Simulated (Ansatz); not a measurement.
In₂Si₂O₇ (C2/m, No. 12, 11 atoms in the cell; start mp-2874)

Calculation: HSE06+SOC in Ansatz (PAW).

Numerical settings: plane-wave cutoff 460 eV, 4×4×6 k mesh (along the axes of the cell as run), Fermi–Dirac smearing 0.01 eV, PAW data made under PBE.

Cell (relaxed with PBEsol):

In₂O₇Si₂ has the monoclinic space group C2/m (No. 12), Pearson symbol mS22. Cell: a = 6.631 Å, b = 8.649 Å, c = 4.725 Å, α = γ = 90.00°, β = 102.66°. In on 4g is surrounded by 6 O at 2.122–2.242 Å. Si on 4i sees 4 O at 1.618–1.643 Å (tetrahedral). O1 on 8j is coordinated by 1 Si at 1.643 Å and 1 In at 2.122 Å and 1 In at 2.242 Å (trigonal planar). O2 on 2c is coordinated by 2 Si at 1.618 Å (linear). O3 on 4i is surrounded by 1 Si at 1.634 Å and 2 In at 2.155 Å (trigonal planar). (Neighbours: up to the widest gap in distance over summed covalent radii, below 1.35, at either atom; cation-cation and far metal-metal contacts left out.)
(The calculation used a cell of 11 atoms; values per cell refer to that cell.)

```json
{
  "band_gap": "4.70 eV (on the SCF k mesh) (indirect)",
  "smallest_direct_gap_on_the_k_points_sampled": "4.74 eV"
}
```

Note: cell and atoms aren't relaxed at this level (largest force component 0.30 eV/Å, pressure -1.7 GPa).

Computed values are for the static lattice.

A start named mp-… is a Materials Project structure, which need not be a measured phase.

Ansatz is a first-principles code.
